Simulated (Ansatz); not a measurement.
**A constructed model of the (0001) surface of hcp Os, a layer of Ti in place of the second plane (bottom of the slab: a bare face, its two planes held)**

These are PBE (plane waves to 420 eV, PAW; Ansatz, an electronic-structure program) values and carry that method's errors.

Model: 6-atom slab, 11.1 Å thick at the start, 16x16x1 mesh, Fermi-Dirac 0.1 eV, dipole correction, 2 atoms held, the rest relaxed; symmetry of the start imposed; no spin, no spin-orbit, no U. It is one candidate, not shown to be the stable structure of the face.

- work function of the top face = 4.95 eV
- energy released by relaxation = 0.038 eV
- cost = very roughly 4 core-minutes
